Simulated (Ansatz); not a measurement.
Results of r²SCAN+SOC (Ansatz, an electronic-structure program, plane waves, PAW) for fluorite PtAl2.

Settings: plane-wave cutoff 560 eV, 16×16×16 k mesh, Fermi–Dirac smearing 0.05 eV, PAW data made under PBE.

Computed points:

| V (Å³/atom) | E − E_lowest (meV/atom) | P (GPa) |
|---|---|---|
| 16.054 | 30.62 | 10.12 |
| 16.395 | 13.11 | 6.38 |
| 16.737 | 3.16 | 3.02 |
| 17.079 | 0.00 | 0.00 |
| 17.420 | 2.93 | -2.70 |
| 17.762 | 11.33 | -5.13 |
| 18.103 | 24.64 | -7.31 |

Q: Estimate the bulk modulus from the pressures at 16.737 and 17.420 Å³/atom, and compare it with a fit to all energies.

A: B = −V dP/dV. Between V = 16.737 and 17.420 Å³/atom, dP/dV = (-2.70 − (3.02))/(17.420 − 16.737) = -8.37 GPa per Å³/atom; at the midpoint 17.078 Å³/atom this gives B ≈ 143 GPa. The third-order Birch–Murnaghan fit gives V0 = 17.079 Å³/atom, B0 = 143 GPa, B′ = 4.4, which lies within 1 % of that estimate.

The computed numbers hold no vibrational or temperature effects.

The result took very roughly 21 core-minutes.
